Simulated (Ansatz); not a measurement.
We consider A15 Mo3Si, described by PBE (Ansatz, a quantum-chemistry and plane-wave program, plane waves, PAW).

Numerical settings: plane-wave cutoff 500 eV, 8×8×8 k mesh, Fermi–Dirac smearing 0.05 eV, no spin polarisation, scalar-relativistic PAW data made under PBE.

Computed at the level's own relaxed cell.

Problem. Predict the equilibrium volume per atom and lattice parameter a.

Solution. 
- equilibrium volume per atom = 14.76 Å³/atom
- lattice parameter a = 4.906 Å

Measured, for comparison: lattice constant a 4.889 Å (temperature not stated, copied from a table, unchecked, not corrected to a static lattice; as tabulated in Dopovidi Akademii Nauk Ukrains'koi RSR, Seriya A: Fiziko-Tekhnichni ta Matematichni Nauki 1970, 553 (1970)). Computed (rounded) less measured: lattice constant a not scored (unchecked).

Computed values are for the static lattice.

It cost around 60 core-seconds (rough) of CPU time.
